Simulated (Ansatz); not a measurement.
# SrLiAl3N4 (P-1, No. 2; cell taken from a computed entry)

The numbers are results of LDA (Ansatz, a quantum-chemistry and plane-wave program, plane waves, PAW), not measurements.

Run with plane-wave cutoff 520 eV, 6×6×4 k mesh (along the axes of the cell as run), Fermi–Dirac smearing 0.01 eV, scalar-relativistic PAW data made under PBE.

Cell: relaxed with PBEsol: a = 5.829 Å, b = 7.462 Å, c = 9.908 Å, α = 83.58°, β = 76.82°, γ = 79.57°.

| Property | Value |
|---|---|
| band gap | 2.84 eV |
| smallest direct gap on the k points sampled | 3.10 eV |
| direct gap at Γ | 3.57 eV |

Measured, for comparison: band gap 4.56 eV (temperature not stated, not corrected to a static lattice, soft X-ray spectroscopy with calculations, Eu-doped phosphor; as tabulated in Wang et al. (2016), arXiv:1604.04581).

Note: cell and atoms aren't relaxed at this level (largest force component 0.16 eV/Å, pressure -4.4 GPa).

Spin–orbit coupling is not included.

Computed values are for the static lattice.

Computing time: very roughly 9 core-minutes.
